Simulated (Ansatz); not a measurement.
# A computed series for CdTe: pressure series

Take CdTe in the zinc blende structure (space group F-43m, No. 216; a = 6.619 Å) as the base.

Cell and atoms are relaxed at each pressure.

All numbers come from PBE (Ansatz, a first-principles code; PAW; 420 eV plane waves; no spin-orbit coupling), earlier PAW set.

Two rows of this table had their results exchanged by mistake.

```tsv
pressure	volume per atom (Å³)	shortest distance (Å)	band gap
pressure −2 GPa	38.76	2.931	0.39 eV
pressure −1 GPa	37.39	2.896	0.49 eV
pressure 0.9 GPa	35.39	2.843	0.65 eV
pressure 2.1 GPa	30.56	2.708	1.10 eV
pressure 4.5 GPa	32.78	2.772	0.89 eV
pressure 9 GPa	34.38	2.816	0.74 eV
pressure 15 GPa	28.49	2.645	1.32 eV
pressure 22.5 GPa	26.65	2.587	1.52 eV
pressure 30 GPa	25.26	2.541	1.68 eV
```

Q: Which two?

A: The rows for pressure 2.1 GPa and pressure 9 GPa: the volume has to fall steadily with pressure, so 34.38 Å³ belongs to pressure 2.1 GPa and 30.56 Å³ to pressure 9 GPa.

Spin-orbit coupling, missing from the scalar runs, can matter with Te. Load acts through the strain it causes; cell and atoms are relaxed under it. Whether these cells are dynamically stable was not tested. Measured, CdTe leaves this structure (for cinnabar) near 3.53 GPa (temperature not stated; as listed in Datta, Sujoy, Jana, Debnarayan, arXiv (2020)), on rising pressure, with hysteresis.
